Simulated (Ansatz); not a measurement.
Base system: HfN in the rock salt structure (space group Fm-3m, No. 225; a = 4.5018 Å; relaxed with 0.1 eV smearing). Axes: x, y, z lie along the cube axes.

Calculations: Ansatz (a program for electronic structure), PBEsol, PAW, cutoff 420 eV, without spin-orbit coupling.

One thing is altered: the cell is stretched by 2.00 % along z with no lateral relaxation; the atoms relax in the strained cell.

Predict the stress tensor and what it implies for the stiffness.

Stress of the strained cell less that of the base (GPa, compression positive):
```
   -2.1     0.0     0.0
    0.0    -2.1     0.0
    0.0     0.0   -11.2
```

Then −Δσ_ii/ε with ε = 0.0200 gives secant stiffness values (nonlinear terms included at this strain): C33 ≈ 560 GPa, C13 ≈ 106 GPa and C23 ≈ 106 GPa.

As a check, the harmonic strain energy −½ V₀ Δσ:ε is 8.0 meV/atom; the computed energy rise is 8.3 meV/atom.

No phonon test of stability was made. The final runs are not spin-polarised.
